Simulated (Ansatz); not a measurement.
Take PbS in the zinc blende structure (space group F-43m, No. 216; a = 6.543 Å; a hypothetical phase, not in the database extracts checked) as the base. Axes: x, y, z lie along the cube axes.

It is then changed as follows: tensile biaxial strain of 3.20 % in the plane normal to [110], as in epitaxy on a mismatched substrate; the out-of-plane cell vector and the atoms relax.

Levels (all Ansatz, a quantum-chemistry and plane-wave program, PAW): PBEsol (420 eV, no SOC); HSE06 (420 eV, no SOC).

The geometry is relaxed with PBEsol.

| Quantity | Value |
|---|---|
| PBEsol lowest conduction level above the VBM at special points | T 0.47 eV; X 1.03 eV; Y₀ 1.61 eV; Γ 1.98 eV |

Question: What does HSE06 give at this geometry for the lowest conduction level above the VBM at special points?

Answer: The lowest conduction level above the VBM at special points goes from T 0.47 eV; X 1.03 eV; Y₀ 1.61 eV; Γ 1.98 eV to T 1.04 eV; X 1.62 eV; Y₀ 2.24 eV; Γ 2.62 eV.

A biaxial case was relaxed in a doubled cell and then solved in the primitive one. Single points use the geometry relaxed with PBEsol. The hybrid gap comes from the SCF mesh plus the semilocal run's edge points and a few special points and is an upper bound. The levels and masses belong to the bands next to the band gap. No phonon test of stability was made. Under biaxial strain +3.20 %, plane normal [110], relaxed out of plane the cell ends below the base's energy or with stress of the wrong sign: the atoms slid into a distortion or the cell is elastically unstable, so the base is not a stable minimum at this level. Labels are those of the standard path for the cell's own space group.
